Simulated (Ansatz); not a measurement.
The structure below was relaxed with PBE (Ansatz, a first-principles code), no spin-orbit coupling, at pressure 4.5 GPa.

Space group I4/mmm (No. 139); a = 3.2064 Å, b = 3.2064 Å, c = 7.8229 Å, α = 90.00°, β = 90.00°, γ = 90.00°

```csv
atom,site,symmetry,x,y,z
Si,4e,4mm,0.0000,0.0000,0.3343
W,2a,4/mmm,0.0000,0.0000,0.0000
```

Problem. Write out a cell with all atoms.

Solution. 
```xyz
6
Lattice="3.2064 0.0000 0.0000 0.0000 3.2064 0.0000 0.0000 0.0000 7.8229" Properties=species:S:1:pos:R:3 pbc="T T T"
Si     1.6032     1.6032     1.2966
Si     0.0000     0.0000     2.6148
W      0.0000     0.0000     0.0000
Si     0.0000     0.0000     5.2081
Si     1.6032     1.6032     6.5262
W      1.6032     1.6032     3.9114
```
This is the conventional cell.

Load acts through the strain it causes; cell and atoms are relaxed under it. Whether these cells are dynamically stable was not tested. The final runs are not spin-polarised. The cell was made from WSi$_{2}$ (space group I4/mmm, No. 139) by this change: pressure 4.5 GPa.
